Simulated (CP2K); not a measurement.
Input and output of a self-consistent single point for MoTe₂ (P1, 6 atoms in the cell) (CP2K).

Method of the run: PBEsol, GPW, DZVP-MOLOPT-SR-GTH basis, GTH-PBE potentials (GTH_POTENTIALS) (CP2K).

```
CELL_PARAMETERS angstrom
      3.52000     0.00000     0.00000
     -1.76000     3.04841     0.00000
      0.00000     0.00000    13.96000
ATOMIC_POSITIONS crystal
  Te 0.33972 0.64366 0.87762
  Te 0.68308 0.35618 0.38375
  Te 0.67248 0.33391 0.12378
  Te 0.31317 0.64053 0.62159
  Mo 0.32263 0.64889 0.24832
  Mo 0.66891 0.37685 0.74493
```

Reference input (self-consistent single point, DFT PBE, GPW, DZVP-MOLOPT-SR-GTH basis, GTH-PBE potentials (GTH_POTENTIALS)): CUTOFF = 500 Ry; REL_CUTOFF = 60 Ry; SMEAR/METHOD = FERMI_DIRAC; ELECTRONIC_TEMPERATURE = 116.05 K; KPOINTS/SCHEME = MONKHORST-PACK 5 5 1; XC_FUNCTIONAL = PBE; Te/BASIS_SET = DZVP-MOLOPT-SR-GTH; Te/POTENTIAL = GTH-PBE-q6; Mo/BASIS_SET = DZVP-MOLOPT-SR-GTH; Mo/POTENTIAL = GTH-PBE-q14; METHOD = GPW; EPS_DEFAULT = 1e-11. This run's input differs from it in these lines:

```diff
@@ -43,3 +43,6 @@
     &XC
-      &XC_FUNCTIONAL PBE
+      &XC_FUNCTIONAL
+        &PBE
+          PARAMETRIZATION PBESOL
+        &END PBE
       &END XC_FUNCTIONAL
```

Log, with long lists cut:

```
 SCF WAVEFUNCTION OPTIMIZATION

  Step     Update method      Time    Convergence         Total energy    Change
     1 NoMix/Diag. 0.40E+00      -     2.12712446      -169.7212649171 -1.70E+02
     2 Broy./Diag. 0.40E+00      -     0.20845099      -172.5458422920 -2.82E+00
     3 Broy./Diag. 0.40E+00      -     0.03536578      -169.2442441480  3.30E+00
     4 Broy./Diag. 0.40E+00      -     0.03449197      -168.9672771875  2.77E-01
     5 Broy./Diag. 0.40E+00      -     0.00612928      -168.8310006851  1.36E-01
     6 Broy./Diag. 0.40E+00      -     0.00367206      -168.9145332600 -8.35E-02
   [... 6 lines left out ...]
    13 Broy./Diag. 0.40E+00      -     0.00000345      -168.9083090493 -6.72E-05
    14 Broy./Diag. 0.40E+00      -     0.00000203      -168.9082675499  4.15E-05
    15 Broy./Diag. 0.40E+00      -     0.00000108      -168.9082707625 -3.21E-06
    16 Broy./Diag. 0.40E+00      -     0.00000033      -168.9082696653  1.10E-06
  *** SCF run converged in    16 steps ***

  Overlap energy of the core charge distribution:               0.00000000065177
  Self energy of the core charge distribution:               -327.81183244679744
  Core Hamiltonian energy:                                     72.44944839483715
  Hartree energy:                                             109.38151953502201
  Exchange-correlation energy:                                -22.92740514904757
  Electronic entropic energy:                                  -0.00000000000017
  Fermi energy:                                                 0.30276756282049

  Total energy:                                              -168.90826966533427
  Total energy (extrapolated to T->0):                       -168.90826966533419

   [... lines left out ...]

 STRESS| Analytical stress tensor [bar]
 STRESS|                        x                   y                   z
 STRESS|      x        5.82336560351E+04  -4.47825203294E+03  -9.77419502467E+03
 STRESS|      y       -4.47825203294E+03   4.54421224623E+03  -8.37619824050E+03
 STRESS|      z       -9.77419502467E+03  -8.37619824050E+03   5.43327137367E+04
 STRESS| 1/3 Trace                                             3.90368606727E+04
```

The run converged in 16 iterations. Against the reference run the pressure goes from 6.62 to 3.90 GPa, the largest force moves little (3.523 to 3.516 eV/Å) and the gap on the mesh goes from 0.630 to 0.592 eV.

The starting cell has typed, rounded lattice constants, without a prior relaxation at this level. Its atoms were displaced at random from the sites of space group no. 194. Spin-orbit coupling is off. Values carry the incompleteness of an atom-centred basis. The potentials were made for another functional than the one used. With a pressure of about 4 GPa the cell is away from its equilibrium volume at this level. Forces in this geometry exceed 1 eV/Å.

Cost on one core of a shared machine: roughly 3 min.
